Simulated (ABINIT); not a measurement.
Input and output of a self-consistent single point for CuO (Cccm, 4 atoms in the cell) (ABINIT)

Computed with LDA (PW92), PAW (JTH v2.0 LDA PAW) (plane waves; ABINIT 10.0.3).

Input:

```
# CuO, JTH v2.0 LDA PAW
pp_dirpath "./"
pseudos "Cu.LDA_PW-JTH.xml, O.LDA_PW-JTH.xml"
acell 3*1.0
rprim
         3.7187447975   -4.0224124474    0.0000000000
         3.7187447975    4.0224124474    0.0000000000
         0.0000000000    0.0000000000    9.6302729880
natom 4
ntypat 2
znucl 29 8
typat 1 1 2 2
xred
         0.0000000000    0.5000000000    0.0000000000
         0.5000000000    0.0000000000    0.5000000000
         0.5000000000    0.5000000000    0.2500000000
         0.5000000000    0.5000000000    0.7500000000
ecut 60 Ry
pawecutdg 120 Ry
pawxcdev 0
occopt 7
tsmear 0.136 eV
nband 33
kptopt 1
ngkpt 12 12 7
nshiftk 1
shiftk 0 0 0
nstep 100
toldfe 1.0e-09
prtwf 0
prtden 0
```

Log, with long lists cut:

```
 Symmetries : space group Cc c m (# 66); Bravais oC (1-face-center ortho.)

 -outvars: echo values of preprocessed input variables --------
            acell      1.0000000000E+00  1.0000000000E+00  1.0000000000E+00 Bohr
             ecut      3.00000000E+01 Hartree
              ixc       -1012
         kptrlatt       12    0    0      0   12    0      0    0    7
          kptrlen      6.57364170E+01
            natom           4
            nband          33
            ngfft          30      30      48
          ngfftdg          40      40      72
             nkpt         172
            nstep         100
             nsym           8
           ntypat           2
           occopt           7
        pawecutdg      6.00000000E+01 Hartree
         pawxcdev           0
            rprim      3.7187447975E+00 -4.0224124474E+00  0.0000000000E+00
                       3.7187447975E+00  4.0224124474E+00  0.0000000000E+00
                       0.0000000000E+00  0.0000000000E+00  9.6302729880E+00
          spgroup          66
           toldfe      1.00000000E-09 Hartree
           tsmear      4.99790825E-03 Hartree
            typat      1  1  2  2
           useylm           1
             xred     -2.7755575616E-17  5.0000000000E-01  0.0000000000E+00
                       5.0000000000E-01 -2.7755575616E-17  5.0000000000E-01
                       5.0000000000E-01  5.0000000000E-01  2.5000000000E-01
                       5.0000000000E-01  5.0000000000E-01  7.5000000000E-01
            znucl       29.00000    8.00000

== DATASET  1 ==================================================================

 Real(R)+Recip(G) space primitive vectors, cartesian coordinates (Bohr,Bohr^-1):
 R(1)=  3.7187448 -4.0224124  0.0000000  G(1)=  0.1344540 -0.1243035  0.0000000
 R(2)=  3.7187448  4.0224124  0.0000000  G(2)=  0.1344540  0.1243035  0.0000000
 R(3)=  0.0000000  0.0000000  9.6302730  G(3)=  0.0000000  0.0000000  0.1038392
 Unit cell volume ucvol=  2.8810551E+02 bohr^3
 Angles (23,13,12)=  9.00000000E+01  9.00000000E+01  9.44928576E+01 degrees

 Coarse grid specifications (used for wave-functions):

 getcut: wavevector=  0.0000  0.0000  0.0000  ngfft=  30  30  48
         ecut(hartree)=     30.000   => boxcut(ratio)=   2.02151

 Fine grid specifications (used for densities):

 getcut: wavevector=  0.0000  0.0000  0.0000  ngfft=  40  40  72
         ecut(hartree)=     60.000   => boxcut(ratio)=   2.09458

   4.08813175E+03                                ecore*ucvol(ha*bohr**3)

_setup2: Arith. and geom. avg. npw (full set) are    2260.848    2260.839

--- !BeginCycle
solver: {iscf: 17, nstep: 100, nline: 4, wfoptalg: 10, }
tolerances: {toldfe: 1.00E-09, }
...

     iter   Etot(hartree)      deltaE(h)  residm     nres2
 ETOT  1  -423.90147571299    -4.239E+02 5.747E+01 7.646E+01
 ETOT  2  -428.63130858682    -4.730E+00 9.923E-02 1.069E+02
 ETOT  3  -428.44552913907     1.858E-01 1.204E-01 7.493E+00
 ETOT  4  -428.43866777313     6.861E-03 5.716E-02 1.966E+00
 ETOT  5  -428.43802463334     6.431E-04 2.364E-02 9.962E-01
 ETOT  6  -428.43703815492     9.865E-04 9.295E-03 6.711E-01
   [... 5 lines left out ...]
 ETOT 12  -428.43634004976    -1.655E-08 1.911E-03 6.307E-06
 ETOT 13  -428.43634004820     1.560E-09 1.731E-03 2.429E-06
 ETOT 14  -428.43634004535     2.854E-09 1.205E-03 4.533E-07
 ETOT 15  -428.43634004484     5.024E-10 8.581E-04 1.750E-07
 ETOT 16  -428.43634004460     2.416E-10 5.005E-04 3.290E-08

 At SCF step   16, etot is converged :
  for the second time, diff in etot=  2.416E-10 < toldfe=  1.000E-09

 Cartesian components of stress tensor (hartree/bohr^3)
  sigma(1 1)=  1.97221467E-04  sigma(3 2)=  0.00000000E+00
  sigma(2 2)=  2.56843644E-04  sigma(3 1)=  0.00000000E+00
  sigma(3 3)=  2.86534325E-04  sigma(2 1)=  0.00000000E+00

 ----iterations are completed or convergence reached----

 reduced coordinates (array xred) for    4 atoms
      -0.000000000000      0.500000000000      0.000000000000
       0.500000000000     -0.000000000000      0.500000000000
       0.500000000000      0.500000000000      0.250000000000
       0.500000000000      0.500000000000      0.750000000000
 cartesian forces (eV/Angstrom) at end:
    1     -0.00000000000000    -0.00000000000000    -0.00000000000000
    2     -0.00000000000000    -0.00000000000000    -0.00000000000000
    3      0.00000000000000    -0.00000000000000    -0.00000000000000
    4     -0.00000000000000     0.00000000000000    -0.00000000000000
 frms,max,avg= 3.7320230E-29 9.0762373E-29   0.000E+00  0.000E+00  0.000E+00 e/A
 length scales=  1.000000000000  1.000000000000  1.000000000000 bohr
              =  0.529177208590  0.529177208590  0.529177208590 angstroms
 Fermi (or HOMO) energy (hartree) =   0.18607   Average Vxc (hartree)=  -0.42334
 Eigenvalues (hartree) for nkpt= 172  k points:
 kpt#   1, nband= 33, wtk=  0.00099, kpt=  0.0000  0.0000  0.0000 (reduced coord)
  -3.93051   -3.93050   -2.38486   -2.38485   -2.38342   -2.38316   -2.37254   -2.37252
  -0.54435   -0.49069   -0.12858   -0.02736   -0.02109    0.04090    0.05235    0.05273
   0.05812    0.07040    0.08827    0.09270    0.09487    0.09513    0.09786    0.11361
   0.20789    0.21493    0.24065    0.40811    0.45628    0.67344    0.71742    0.72147
   0.72859
      occupation numbers for kpt#   1
   2.00000    2.00000    2.00000    2.00000    2.00000    2.00000    2.00000    2.00000
   2.00000    2.00000    2.00000    2.00000    2.00000    2.00000    2.00000    2.00000
   2.00000    2.00000    2.00000    2.00000    2.00000    2.00000    2.00000    2.00000
   0.00000    0.00000    0.00000    0.00000    0.00000    0.00000    0.00000    0.00000
   0.00000
 prteigrs : prtvol=0 or 1, do not print more k-points.

--- !EnergyTerms
comment             : Components of total free energy in Hartree
kinetic             :  3.68465691070568E+01
hartree             :  1.09409883366189E+02
xc                  : -1.11785465155944E+01
Ewald energy        : -2.41261318542740E+02
psp_core            :  1.41897033018280E+01
local_psp           : -2.75035376033758E+02
spherical_terms     : -6.14065271623074E+01
internal            : -4.28435612479327E+02
'-kT*entropy'       : -7.29825284785829E-04
total_energy        : -4.28436342304612E+02
total_energy_eV     : -1.16583457700251E+04
...

-Cartesian components of stress tensor (GPa)         [Pressure= -7.2631E+00 GPa]
- sigma(1 1)=  5.80245491E+00  sigma(3 2)=  0.00000000E+00
- sigma(2 2)=  7.55659962E+00  sigma(3 1)=  0.00000000E+00
- sigma(3 3)=  8.43012948E+00  sigma(2 1)=  0.00000000E+00

 Calculation completed.
```

The run converged in 16 iterations.

The starting cell comes from a database of computed structures (which also holds hypothetical and non-ambient phases and stackings), without a prior relaxation at this level. Its lattice was rescaled by a random factor within 2.5 % of one. Spin polarisation is off, so a magnetic state, if there is one, cannot be reached. With a pressure of about -7 GPa the cell is away from its equilibrium volume at this level. The run gives no clean gap (levels at the Fermi energy touch, overlap or are partly filled at this smearing), which alone does not show that the compound is a metal.

Cost on one core of a shared machine: roughly 20 min.
